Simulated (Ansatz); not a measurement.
The starting structures come from a database of crystals and need not be the phases stable at ambient conditions.

Tunnelling through a barrier is set by its complex band structure: the current falls as exp(−2κd) with the smallest κ.

Data:

```
Pb2F10HP
1.0
    4.62921    -0.00923     0.05341
   -2.06761     8.66549    -0.02815
   -0.63296     0.16612     4.76471
H P Pb F
1 1 2 10
Direct
  0.50000   0.50000   0.50000
  0.00000   0.00000   0.50000
  0.66731   0.31313   0.02532
  0.33269   0.68687   0.97468
  0.31175   0.03862   0.70791
  0.68825   0.96138   0.29209
  0.16739   0.09825   0.24388
  0.83261   0.90175   0.75612
  0.91775   0.15759   0.59225
  0.08225   0.84241   0.40775
  0.60897   0.39598   0.52258
  0.39103   0.60402   0.47742
  0.21078   0.41455   0.98412
  0.78922   0.58545   0.01588
```

Space group of this cell: P-1. The cell was relaxed by PBE-D3(BJ); by PBEsol its mean pressure is -2.1 GPa.

Transport runs along the normal of the first two printed cell vectors.

The gap is the functional's own. No spin-orbit coupling. Mid-gap values are interpolated on the energy grid.

Q: Estimate the band gap and the smallest decay constant κ at mid-gap that PBEsol in Ansatz (an electronic-structure program) returns for this system.

A: Gap 5.44 eV on a 8×4×6 mesh; κ = 0.475 1/Å, at (0.000, 0.500) of the in-plane reciprocal vectors. At the zone centre, at the nearest computed energy, the slowest state has κ = 0.49 1/Å.
